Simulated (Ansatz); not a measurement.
## Lattice constant a of NbP (I4₁md, No. 109; start mp-9339) at several levels of theory

No measured value is used here.

```json
[
 {"level (code)": "LDA (Ansatz)", "value (Å)": "3.304"},
 {"level (code)": "PBE (Ansatz)", "value (Å)": "3.347"},
 {"level (code)": "PBEsol (Ansatz)", "value (Å)": "3.320"},
 {"level (code)": "PBE-D4 (Ansatz)", "value (Å)": "3.327"},
 {"level (code)": "r²SCAN+rVV10 (Ansatz)", "value (Å)": "3.335"}
]
```

LDA, PBE, PBEsol, PBE-D4, r²SCAN+rVV10: the relaxation could not lower the start's symmetry, so the cell can be a saddle point above a distorted one. r²SCAN+rVV10: the run has no spin polarisation, so it can have missed a magnetic state. Cutoffs and k meshes differ between the levels. Ansatz's density-functional and Hartree–Fock values are scalar-relativistic unless marked +SOC, with PAW data made under PBE.

A start named mp-… is a Materials Project structure, which can be a computed phase never made.

Ansatz is a first-principles code.
